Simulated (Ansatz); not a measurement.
A relaxation of the atoms of Al2Cu (I4mm, 3 atoms in the cell) with Ansatz (an electronic-structure program).

Method: LDA (PW92), default PAW files made with PBE (plane waves; Ansatz).

The change in words: one atom moved by 0.15 angstrom; relax: default → atoms; relax.f_tol: default → 0.01 eV/Å. Reference geometry:
```yaml
crystal:
  lattice:
    - [-2.02018, 2.02018, 2.83684]
    - [2.02018, -2.02018, 2.83684]
    - [2.02018, 2.02018, -2.83684]
  atoms:
    - { symbol: Al, position: [0.75000, 0.25000, 0.50000] }
    - { symbol: Al, position: [0.25000, 0.75000, 0.50000] }
    - { symbol: Cu, position: [0.50000, 0.50000, 0.00000] }
```

Reference input (self-consistent single point, DFT, LDA (PW92), plane waves, default PAW files made with PBE): basis.ecutwfc = 30.9 Ry; kpoints.mp_grid.grid = 11 11 11; hamiltonian.xc = lda; hamiltonian.pseudopotentials = {kind: paw} (the program's default PAW files); scf.occupations.method = gaussian; scf.occupations.width = 0.0073 Ry. This run's input differs from it in these lines:

Ansatz 0.2 input:
```diff
@@ -9,3 +9,3 @@
     - { symbol: Al, position: [0.250000, 0.750000, 0.500000] }
-    - { symbol: Cu, position: [0.500000, 0.500000, 0.000000] }
+    - { symbol: Cu, position: [0.526438, 0.526438, 0.000000] }
 basis:
@@ -19,2 +19,4 @@
   occupations: { method: gaussian, width: 0.0073 Ry }
+relax:
+  f_tol: 0.01
 output:
```

The program printed (abridged):

```
   [... SCF lines of the steps left out ...]
relax step   1: F+E_penalty+E_count = -7582.03026241 eV  Δ(F+E_penalty+E_count) = +0.000e0 eV  max|allowed force component| = 1.097e0 eV/Å  Δτ_max = 0.0000 Å  (6 SCF iters, dr2 threshold 2.50e-6 eV, accepted)
relax step   2: F+E_penalty+E_count = -7582.07683273 eV  Δ(F+E_penalty+E_count) = -4.657e-2 eV  max|allowed force component| = 7.254e-1 eV/Å  Δτ_max = 0.0341 Å  (6 SCF iters, dr2 threshold 7.52e-5 eV, accepted)
relax step   3: F+E_penalty+E_count = -7582.11273851 eV  Δ(F+E_penalty+E_count) = -3.591e-2 eV  max|allowed force component| = 6.280e-3 eV/Å  Δτ_max = 0.0654 Å  (6 SCF iters, dr2 threshold 3.29e-5 eV, accepted)
relax step   4: F+E_penalty+E_count = -7582.11273867 eV  Δ(F+E_penalty+E_count) = -1.609e-7 eV  max|allowed force component| = 5.800e-3 eV/Å  Δτ_max = 0.0000 Å  (6 SCF iters, accepted)
the relaxation is at rest under the 8 symmetry operations that the run kept from its start: a minimum is not shown …
Free energy (F): -7582.112739 eV
Internal energy: -7582.107241 eV  (E = F + TS)
E sigma→0 (E₀):  -7582.109990 eV
Entropy (-TS):   -0.005498 eV (-1.833 meV/atom)
Fermi energy:    9.414257 eV
--- Forces (eV/Å), atoms counted from 1 ---
  atom   1  Al    -0.00000000    -0.00000000     0.00290185
  atom   2  Al     0.00000000     0.00000000     0.00290185
  atom   3  Cu     0.00000000    -0.00000000    -0.00579828
--- Stress (GPa, compression-positive) ---
       -1.877471       0.000000       0.000000
        0.000000      -1.877471       0.000000
        0.000000      -0.000000      -1.348664
   [... lines left out ...]
  F+E_penalty+E_count = -7582.11273867 eV   max|allowed force component| = 5.800e-3 eV/Å
  atoms:
    - { symbol: Al, position: [0.7587662919350737, 0.2587662919350736, 0.5000000000000001] }
    - { symbol: Al, position: [0.2587662919350736, 0.7587662919350737, 0.5000000000000001] }
    - { symbol: Cu, position: [0.5089054161298526, 0.5089054161298526, 1.5571290204068074e-33] }
```

The run converged.  The full log also holds: “iter 5 did not close the SCF: its close was put off for the readings that it lacked (scf_convergence_deferred on its scf_iter line)”. The full log also holds: “iter 5 did not close the SCF: its close was put off for the readings that it lacked (scf_convergence_deferred on its scf_iter line)”.

Summary of the result:
```
Item                                                    Result
-----------------------------------------------  -------------
Free energy E − TS (on the zero of these files)  -7582.1127 eV
Fermi level (on the code's own zero)                   9.41 eV
Pressure                                             -1.70 GPa
Largest force (vector length)                       0.006 eV/Å
Relaxation steps                                             4
```

The starting cell comes from a database of computed structures (which also holds hypothetical and non-ambient phases and stackings), without a prior relaxation at this level. Its lattice was rescaled by up to half a per cent. For this run, on top of that: one atom moved by 0.15 angstrom. Spin polarisation is off. The relaxation keeps the symmetry of its start, so its end need not be a minimum. Ansatz's pressure includes its estimate of the finite-basis (Pulay) stress.

Cost on one core of a shared machine: roughly 40 s.
